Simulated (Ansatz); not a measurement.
System: Al vacancy in zinc-blende AlAs (charge state -3). These are PBE, PAW (plane waves to 420 eV; Ansatz, a first-principles code) values and carry that method's errors.

Cell of 64 host sites held at the relaxed PBE lattice; one k-point at (0.250, 0.250, 0.250); Fermi-Dirac width 0.01 eV, spin-restricted; finite-size errors left in. Energies are static. The charge state is imposed; whether it is stable for some Fermi level was not computed. Forms of the defect that were not tried may lie lower.

Barriers: single points on a 2×2×2 k-point mesh shifted by half a step at the bands' geometries.

Relaxed starting cell (atoms counted from 1):

```xyz
63
Lattice="11.4572 0.0000 0.0000 0.0000 11.4572 0.0000 0.0000 0.0000 11.4572" Properties=species:S:1:pos:R:3 pbc="T T T"
Al    -0.0053    -0.0020     5.7352
Al    -0.0053     5.7290     0.0060
Al    -0.0137     5.7308     5.7383
Al     5.7261    -0.0016     0.0062
Al     5.7277    -0.0096     5.7370
Al     5.7284     5.7326    -0.0026
Al     5.7232     5.7261     5.7324
As     1.4121     1.4156     4.2613
As     1.2928     1.2944    10.1287
As     1.4244     7.1507     4.3035
As     1.4259     7.1825    10.0350
As     7.1486     1.4275     4.3029
As     7.1790     1.4292    10.0350
As     7.1626     7.1657     4.3048
As     7.1756     7.1789    10.0498
Al    -0.1063     2.7862     2.7930
Al     0.0788     2.8069     8.6545
Al     0.0836     8.6467     2.8165
Al    -0.0803     8.6798     8.6852
Al     5.7055     2.8413     2.8480
Al     5.7296     2.8517     8.6087
Al     5.7299     8.6024     2.8578
Al     5.7295     8.6093     8.6170
As     1.4126     4.2544     1.4218
As     1.4222     4.2947     7.1594
As     1.2906    10.1214     1.3018
As     1.4271    10.0290     7.1896
As     7.1479     4.2960     1.4339
As     7.1629     4.2991     7.1732
As     7.1803    10.0293     1.4376
As     7.1736    10.0415     7.1838
Al     2.7831    -0.1031     2.7932
Al     2.8056     0.0848     8.6532
Al     2.8381     5.7088     2.8473
Al     2.8479     5.7326     8.6087
Al     8.6445     0.0856     2.8161
Al     8.6752    -0.0795     8.6859
Al     8.5995     5.7332     2.8581
Al     8.6065     5.7332     8.6170
As     4.2515     1.4159     1.4224
As     4.2922     1.4273     7.1577
As     4.2915     7.1526     1.4331
As     4.2956     7.1653     7.1732
As    10.1172     1.2949     1.3011
As    10.0249     1.4288     7.1898
As    10.0264     7.1832     1.4379
As    10.0386     7.1781     7.1845
Al     2.7843     2.7872    -0.0978
Al     2.8368     2.8416     5.7163
Al     2.8046     8.6472     0.0891
Al     2.8491     8.6018     5.7406
Al     8.6416     2.8083     0.0903
Al     8.5993     2.8520     5.7410
Al     8.6769     8.6801    -0.0688
Al     8.6064     8.6097     5.7394
As     4.2840     4.2877     4.2946
As     4.2893     4.2925    10.0349
As     4.2880    10.0278     4.2980
As     4.2676    10.0284    10.0348
As    10.0249     4.2910     4.2982
As    10.0242     4.2705    10.0354
As    10.0251    10.0276     4.2773
As    10.1950    10.1987    10.2046
```
Cell charge -3.

End state 1 differs by these moves (Å; atoms that move under 0.08 Å are left out):

```tsv
atom	element	Δx	Δy	Δz
1	Al	-0.10	-0.08	-0.07
2	Al	-0.08	0.08	0.09
3	Al	0.10	0.05	-0.05
9	As	0.13	0.13	-0.10
10	As	-0.13	0.10	-0.13
16	Al	0.10	0.07	0.08
17	Al	-0.09	0.05	-0.05
18	Al	0.00	2.75	-2.75
19	Al	0.07	-0.09	-0.08
26	As	0.00	-0.24	0.24
33	Al	0.03	-0.11	-0.07
34	Al	-0.03	0.07	0.11
36	Al	0.00	-0.15	0.14
37	Al	-0.08	0.06	-0.08
38	Al	0.08	0.08	-0.06
44	As	-0.09	0.11	0.15
46	As	0.17	0.15	0.18
48	Al	0.06	0.08	0.12
51	Al	-0.07	-0.12	-0.08
52	Al	-0.04	0.06	-0.06
54	Al	0.00	-0.17	0.17
55	Al	0.04	0.06	-0.05
62	As	0.09	-0.14	-0.11
63	As	-0.17	-0.18	-0.15
```

Problem. What is the computed forward and backward barriers to end state 1 (PBE, PAW)?

Solution. forward 1.66 eV, backward 1.66 eV; at the saddle point atom 18 has neighbours As at 2.35, 2 As at 2.76, 2 As at 2.77 Å. The saddle point's order was not checked, and it lies on a symmetry element of the cell, where a band can be held.
